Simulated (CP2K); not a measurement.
Troubleshooting CP2K: a failed run on KBr (Fm-3m, 2 atoms in the cell). The aim is a self-consistent single point with DFT PBE, GPW, DZVP-MOLOPT-SR-GTH basis, GTH-PBE potentials (GTH_POTENTIALS).

Cell that was meant: a = 4.5618 Å, b = 4.5618 Å, c = 4.5618 Å, α = 60.00°, β = 60.00°, γ = 60.00°.

Part of the input:

```
        METHOD BROYDEN_MIXING
        ALPHA 0.4
        NBUFFER 10
        BETA 0
      &END MIXING
      &SMEAR ON
        METHOD GAUSSIAN
```

The program printed (abridged):

```
 GLOBAL| Method name                                                        CP2K
 GLOBAL| Project name                                                        kbr
 GLOBAL| Run type                                                   ENERGY_FORCE

 CELL| Volume [angstrom^3]:                                            67.126724
   [... lines left out ...]
 *******************************************************************************
 BRILLOUIN| K-point scheme                                        Monkhorst-Pack
 BRILLOUIN| K-Point grid                                             5    5    5
 BRILLOUIN| K-point symmetry accuracy                               0.100000E-05
 BRILLOUIN| K-Point point group symmetrization                               OFF
 BRILLOUIN| Wavefunction type                                            COMPLEX
 BRILLOUIN| List of Kpoints [2 Pi/Bohr]                                       63
 BRILLOUIN| Number           Weight            X              Y              Z
 BRILLOUIN|     1           0.01600       -0.40000       -0.40000       -0.40000
 BRILLOUIN|     2           0.01600       -0.40000       -0.40000       -0.20000
 BRILLOUIN|     3           0.01600       -0.40000       -0.40000        0.00000
   [... 60 lines left out ...]
 *******************************************************************************

 *******************************************************************************
 *   ___                                                                       *
 *  /   \                                                                      *
 * [ABORT]                                                                     *
 *  \___/      Mixing employing the Kerker damping factor needs BETA /= 0.0    *
 *    |                                                                        *
 *  O/|                                                                        *
 * /| |                                                                        *
 * / \                                             qs_scf_initialization.F:740 *
 *******************************************************************************

 ===== Routine Calling Stack =====

            3 qs_energies
            2 qs_forces
            1 CP2K
Abort(1) on node 0 (rank 0 in comm 0): application called MPI_Abort(MPI_COMM_WORLD, 1) - process 0
```

Problem. Read the log: what does the program object to, and what is the fix?

Solution. The fault is a screening parameter of zero in the density mixing; here the program stops on it instead of giving results. To fix it, leave the parameter to its default or give it a positive value. The program stopped before any SCF iteration.

The sound input it was made from differs as follows (other fixes are possible):
```diff
-        BETA 0
+        BETA 1.5
```

With that input, the run converged in 14 iterations: free energy E − TS -1137.5669 eV; top of the valence band (on the code's own zero) 0.43 eV; gap on the k-point mesh 4.72 eV; pressure 2.31 GPa (DFT PBE, GPW, DZVP-MOLOPT-SR-GTH basis, GTH-PBE potentials (GTH_POTENTIALS)).

On the sound input: the starting cell comes from a database of computed structures (which also holds hypothetical and non-ambient phases and stackings), without a prior relaxation at this level. Its lattice was rescaled by a random factor within 2.5 % of one. Values carry the incompleteness of an atom-centred basis.
